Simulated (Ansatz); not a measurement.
## Carrier properties of monolayer SnS

Here is the system:

```yaml
crystal:
  lattice:
    - [4.07998, 0.00000, 0.00000]
    - [0.00000, 4.31556, 0.00000]
    - [0.00000, 0.00000, 18.86692]
  atoms:
    - { symbol: Sn, position: [0.75000, 0.89652, 0.57555] }
    - { symbol: Sn, position: [0.25000, 0.39652, 0.42445] }
    - { symbol: S, position: [0.25000, 0.47808, 0.56057] }
    - { symbol: S, position: [0.75000, 0.97808, 0.43943] }
```

The numbers are results of PBE, rigid bands (plane waves, PAW, scalar-relativistic; Ansatz, a quantum-chemistry and plane-wave program), not measurements. How the cell was made: cell and atoms relaxed with PBE.

```
Quantity                                                        Value
----------------------------------------------  ---------------------
band gap                                                      1.50 eV
electron conductivity mass (300 K, dilute)      0.23 (x), 0.20 (y) mₑ
hole conductivity mass (300 K, dilute)          0.31 (x), 0.25 (y) mₑ
effective density of states N_c (300 K)                   4.6e12 cm⁻²
effective density of states N_v (300 K)                   5.9e12 cm⁻²
Seebeck coefficient, n-type 1.9e12 cm⁻², 300 K              -254 μV/K
Seebeck coefficient, p-type 1.9e12 cm⁻², 300 K               267 μV/K
```

Rigid bands; masses and Seebeck coefficients take one relaxation time τ for all states and one kind of carrier; polarons and phonon drag are left out. Spin-orbit coupling is left out; where it splits the top of the valence band, N_v and the p-type Seebeck coefficient come out somewhat high without it.
